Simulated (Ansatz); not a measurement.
For ZnS (model structure, started from the litharge type, P4/nmm, No. 129, 4 atoms in the cell), PBE (PAW; Ansatz, a quantum-chemistry and plane-wave program) gives:

```
Quantity                   Result
-------------------  ------------
lattice constant a        4.795 Å
lattice parameter c       5.563 Å
cohesive energy      2.34 eV/atom
```

Problem. What does r²SCAN+rVV10 (PAW; Ansatz) give for the same quantities?

Solution. 
- lattice constant a: 4.730 Å (falls by 1.4 %)
- lattice parameter c: 4.012 Å (decreases by 28 %)
- cohesive energy: 2.68 eV/atom (goes up by 0.34 eV/atom)

Changes are worked out from the printed values.

Unless a cell is named, each level is at its own relaxed cell (PBE 31.97, r²SCAN+rVV10 22.43 Å³/atom).

Ansatz's density-functional and Hartree–Fock values are scalar-relativistic unless marked +SOC, with PAW data made under PBE.

A model structure was made by putting elements into a prototype or built by hand; it is no filed structure, need not be a known phase, and can be a saddle point held by its symmetry.
